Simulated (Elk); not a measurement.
**A self-consistent single point of Ta2Co (I4/mcm, 6 atoms in the cell) with Elk**

Level of theory: PBEsol, all-electron FP-LAPW, Elk's shipped species files, default APW+lo basis in Elk 10.2.4.

Input as run:

```
tasks
  0

xctype
  22

rmtscf
  0.88

swidth
  0.00367493

maxscl
  100

avec
   -5.7488114328    5.7488114328    4.6917364332
    5.7488114328   -5.7488114328    4.6917364332
    5.7488114328    5.7488114328   -4.6917364332

sppath
  './'

atoms
  2
  'Ta.in'
  4
  0.1613500000  0.6613500000  0.8227000000    0.0 0.0 0.0
  0.8386500000  0.3386500000  0.1773000000    0.0 0.0 0.0
  0.6613500000  0.8386500000  0.5000000000    0.0 0.0 0.0
  0.3386500000  0.1613500000  0.5000000000    0.0 0.0 0.0
  'Co.in'
  2
  0.7500000000  0.7500000000  0.0000000000    0.0 0.0 0.0
  0.2500000000  0.2500000000  0.0000000000    0.0 0.0 0.0

ngridk
  6 6 6
```

Output (repeated stretches shortened):

```
│ Elk code version 10.2.4 │

All units are atomic (Hartree, Bohr, etc.)

│ Ground-state run starting from atomic densities │

Lattice vectors :
  -5.748811433       5.748811433       4.691736433
   5.748811433      -5.748811433       4.691736433
   5.748811433       5.748811433      -4.691736433

Unit cell volume      :    620.2256534
Brillouin zone volume :   0.3999354301

Muffin-tin inner radius fraction :   0.1000000000E-01

Nuclei treated as point charges

Species :    1 (Ta)
 parameters loaded from : Ta.in
 name : tantalum
 nuclear charge    :   -73.00000000
 electronic charge :    73.00000000
 atomic mass :    329847.8433
 muffin-tin radius :    2.464000000
 number of radial points in muffin-tin :    697
 atomic positions (lattice), magnetic fields (Cartesian) :
   1 :  -0.33865000  0.16135000 -0.17730000    0.00000000  0.00000000  0.00000000
   2 :   0.33865000 -0.16135000  0.17730000    0.00000000  0.00000000  0.00000000
   3 :   0.16135000  0.33865000  0.50000000    0.00000000  0.00000000  0.00000000
   4 :  -0.16135000 -0.33865000  0.50000000    0.00000000  0.00000000  0.00000000

Species :    2 (Co)
 parameters loaded from : Co.in
 name : cobalt
 nuclear charge    :   -27.00000000
 electronic charge :    27.00000000
 atomic mass :    107428.6517
 muffin-tin radius :    2.112000000
 number of radial points in muffin-tin :    497
 atomic positions (lattice), magnetic fields (Cartesian) :
   1 :   0.25000000  0.25000000  0.00000000    0.00000000  0.00000000  0.00000000
   2 :  -0.25000000 -0.25000000  0.00000000    0.00000000  0.00000000  0.00000000

Total number of atoms per unit cell :    6

Spin treatment :
 spin-unpolarised

Number of Bravais lattice symmetries :   16
Number of crystal symmetries         :   16
Crystal has inversion symmetry
Real symmetric eigensolver will be used

k-point grid :      6     6     6
k-point offset :    0.000000000       0.000000000       0.000000000
   [... lines left out ...]
Maximum |G| for potential and density :    12.00000000
 potential will be trimmed for |G| > 2 gkmax
Constant for pseudocharge density :    7
Radial integration step length :    4

G-vector grid sizes :     36    36    36
Number of G-vectors :    17965

Maximum angular momentum used for
 APW functions                      :    8
 outer part of muffin-tin           :    6
 inner part of muffin-tin           :    1

Total nuclear charge    :   -346.0000000
Total core charge       :    208.0000000
Total valence charge    :    138.0000000
Total excess charge     :    0.000000000
Total electronic charge :    346.0000000

Effective Wigner radius, rₛ :   0.7535782219

Number of empty states         :   24
Total number of valence states :   93
Total number of core states    :  208

Total number of local-orbitals :  142

Exchange-correlation functional :     22     0     0
 PBEsol, Phys. Rev. Lett. 100, 136406 (2008)
 gradient requirement :    1
 generalised gradient approximation (GGA)

Smearing type :    3
 Fermi-Dirac
Smearing width :   0.3674930000E-02
Effective electronic temperature (K) :    1160.451112

Mixing type :    3
 Broyden mixing, J. Phys. A: Math. Gen. 17, L317 (1984)

Kohn-Sham potential initialised from atomic data
│ Self-consistent loop started │
│ Loop number : 1 │
 total energy                :     -65249.7748403
│ Loop number : 2 │
 total energy                :     -65250.2469112
RMS change in Kohn-Sham potential (target) :   0.5375076564     (  0.1000000000E-05)
Absolute change in total energy (target)   :   0.4720709322     (  0.1000000000E-03)
│ Loop number : 3 │
 total energy                :     -65260.9797308
RMS change in Kohn-Sham potential (target) :   0.4909956043     (  0.1000000000E-05)
Absolute change in total energy (target)   :    10.85083733     (  0.1000000000E-03)
│ Loop number : 4 │
 total energy                :     -65266.8376792
RMS change in Kohn-Sham potential (target) :   0.3551725417     (  0.1000000000E-05)
Absolute change in total energy (target)   :    8.570657748     (  0.1000000000E-03)
│ Loop number : 5 │
 total energy                :     -65270.7819950
RMS change in Kohn-Sham potential (target) :   0.2398674880     (  0.1000000000E-05)
Absolute change in total energy (target)   :    6.086980249     (  0.1000000000E-03)
   [... lines left out ...]
Absolute change in total energy (target)   :   0.1558408294E-02 (  0.1000000000E-03)
│ Loop number : 15 │
 total energy                :     -65270.7288458
RMS change in Kohn-Sham potential (target) :   0.4353243285E-05 (  0.1000000000E-05)
Absolute change in total energy (target)   :   0.3483539331E-03 (  0.1000000000E-03)
│ Loop number : 16 │
 total energy                :     -65270.7286101
RMS change in Kohn-Sham potential (target) :   0.1831191418E-05 (  0.1000000000E-05)
Absolute change in total energy (target)   :   0.3227587731E-03 (  0.1000000000E-03)
│ Loop number : 17 │
 total energy                :     -65270.7286003
RMS change in Kohn-Sham potential (target) :   0.1429228101E-05 (  0.1000000000E-05)
Absolute change in total energy (target)   :   0.9045220213E-04 (  0.1000000000E-03)
│ Loop number : 18 │
 total energy                :     -65270.7286801
RMS change in Kohn-Sham potential (target) :   0.1545312576E-06 (  0.1000000000E-05)
Absolute change in total energy (target)   :   0.5711251288E-04 (  0.1000000000E-03)
Convergence targets achieved

│ Loop number : 19 │

Energies :
 Fermi                       :     0.431709471572
 sum of eigenvalues          :     -39809.0257326
 electron kinetic            :      72965.2435350
 core electron kinetic       :      70338.3811674
 Coulomb                     :     -136867.028293
 Coulomb potential           :     -110972.585142
 nuclear-nuclear             :     -5356.72275015
 electron-nuclear            :     -152048.025945
 Hartree                     :      20537.7204015
 Madelung                    :     -81380.7357225
 xc potential                :     -1801.68412574
 exchange                    :     -1346.33684498
 correlation                 :     -22.6005249599
 electron entropic           :    -0.656398629143E-02
 total energy                :     -65270.7286924

Density of states at Fermi energy :    145.5737975
 (states/Hartree/unit cell)

Estimated indirect band gap :   0.1214114371E-02
 from k-point     18 to k-point     15
Estimated direct band gap   :   0.4953571470E-02
 at k-point     13

Charges :
 core                        :    208.0000000
 valence                     :    138.0000000
 interstitial                :    11.76953828
 muffin-tins (core leakage)
  species :    1 (Ta)
   atom    1                 :    70.69881132     (  0.2444401090E-05)
   atom    2                 :    70.69881132     (  0.2444401090E-05)
   atom    3                 :    70.69881132     (  0.2444401090E-05)
   atom    4                 :    70.69881132     (  0.2444401090E-05)
  species :    2 (Co)
   atom    1                 :    25.71760822     (  0.2113440085E-02)
   atom    2                 :    25.71760822     (  0.2113440085E-02)
 total in muffin-tins        :    334.2304617
 total calculated charge     :    345.9839499
 total charge                :    346.0000000
 error                       :   0.1605008671E-01

│ Self-consistent loop stopped │
```

The run converged in 19 iterations. The count includes the last loop, which Elk runs after its targets are met.

The starting cell comes from a database of computed structures (which also holds hypothetical and non-ambient phases and stackings), without a prior relaxation at this level. Spin-orbit coupling is off. Spin polarisation is off. Values depend on the basis (sphere radii, cutoffs, local orbitals), which need not be converged. The log's line on a gap gives a spacing of levels on this mesh, which the program prints for metals too.
